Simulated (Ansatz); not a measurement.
CsBr under a change: Br interstitial (started 2.45 Å from the nearest host atom)

Take a 14-atom supercell of CsBr in the CsCl type structure (space group Pm-3m, No. 221; a = 4.389 Å) at its relaxed geometry as the base.

Perturbation: a neutral Br interstitial (started 2.45 Å from the nearest host atom), atoms relaxed at fixed cell, starting from a slightly rattled geometry.

The values are results of Kohn–Sham DFT with the PBE functional, run in Ansatz (an electronic-structure program) with PAW and 420 eV plane waves, no SOC, not measurements. Γ-centred 4×4×4 mesh, Fermi–Dirac width 0.01 eV.

```csv
quantity,base,changed,shift
pressure,0.0 GPa,1.8 GPa,+1.8 GPa
largest displacement of a host atom from its site in the perfect cell,–,0.82 Å,–
final site of the added atom,–,1 Br at 2.97 Å and 4 Cs at 3.37 Å,–
```

The magnetic state is the one reached from the starting moments; the real material's order can differ, and small cells can't hold many antiferromagnetic ones. In so small a cell the defect repeats every few ångströms: this is an ordered compound, not a dilute defect. The defect cell is spin-polarised and ends with 1.0 μB.
